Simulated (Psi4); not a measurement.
Psi4 1.11, B3LYP/def2-svp: Mo(S)(Cl)2(OMe)2 (C[O][Mo](=[S])([Cl])([Cl])[O]C), 14 atoms. The geometry is a generated start, not checked to be a minimum at this level.

* **task**: energy
* **method**: b3lyp
* **basis**: def2-svp
* **memory**: 3 GB
* **maxiter**: 100
* **keys of the molecule block**: symmetry c1
* **scf_type**: df (default)
* **guess**: auto, which took SAD (default)
* **scf_initial_accelerator**: adiis (default)
* **e_convergence**: 1e-06 (default)
* **d_convergence**: 1e-06 (default)
* **dft_radial_points**: 75 (default)
* **dft_spherical_points**: 302 (default)
* **effective core potentials**: those of the basis set, past Kr
* **basis functions**: 171
* **grid points**: 298554

```xyz
14

Mo    -1.0025     0.1398     0.2341
S     -1.4538    -1.7344     1.2470
Cl    -2.7254     0.1863    -1.2154
Cl    -2.2069     1.5752     1.4899
O      0.4168     0.6735     1.1074
C      1.4158     0.9946     1.9983
H      2.3932     0.7182     1.5813
H      1.4056     2.0748     2.2088
H      1.2478     0.4399     2.9319
O     -0.0390    -0.4241    -1.1401
C      0.1141    -1.0335    -2.3662
H     -0.8271    -0.9273    -2.9333
H      0.9381    -0.5804    -2.9321
H      0.3234    -2.1028    -2.2116
```

Charge 0 and multiplicity 1 are set for this test and not shown to be the ground state.

One run each on 2 threads. Values of diis_max_vecs tried: 3, 6, 10 (default), 20.

Problem. How does the count of SCF iterations change with diis_max_vecs, and where is it least?

Solution. Fewest SCF iterations, within one of each other: 6 with 13, 10 (default) with 12, 20 with 12. The run ends without SCF convergence in 100 iterations at 3.

```json
[
 {"diis_max_vecs": "3", "SCF iterations": "100", "end": "no convergence"},
 {"diis_max_vecs": "6", "SCF iterations": "13", "end": "same solution"},
 {"diis_max_vecs": "10 (default)", "SCF iterations": "12", "end": "same solution"},
 {"diis_max_vecs": "20", "SCF iterations": "12", "end": "same solution"}
]
```
